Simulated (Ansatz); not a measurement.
Results of PBE-D3(BJ) in Ansatz (plane waves, PAW) for 1T (CdI2-type) MgI₂.

Run with plane-wave cutoff 520 eV, 12×12×6 k mesh (along the axes of the cell as run), Fermi–Dirac smearing 0.01 eV, scalar-relativistic PAW data made under PBE.

Cell (relaxed at this level):

```
MgI2
1.0
    2.06207    -3.57161     0.00000
    2.06207     3.57161     0.00000
    0.00000     0.00000     6.83150
Mg I
1 2
Direct
  0.00000   0.00000   0.00000
  0.33333   0.66667   0.24551
  0.66667   0.33333   0.75449
```

### Question
What does this level give for the bulk modulus, band gap and smallest direct gap on the k points sampled?

### Answer

- bulk modulus = 15.9 GPa
- band gap = 3.52 eV
- smallest direct gap on the k points sampled = 3.76 eV

Note: the bulk modulus comes from volumes at which shape and atoms were relaxed.

Spin–orbit coupling is not included; with these elements it can move the gap by several tenths of an eV or more.

Ansatz is a first-principles code.
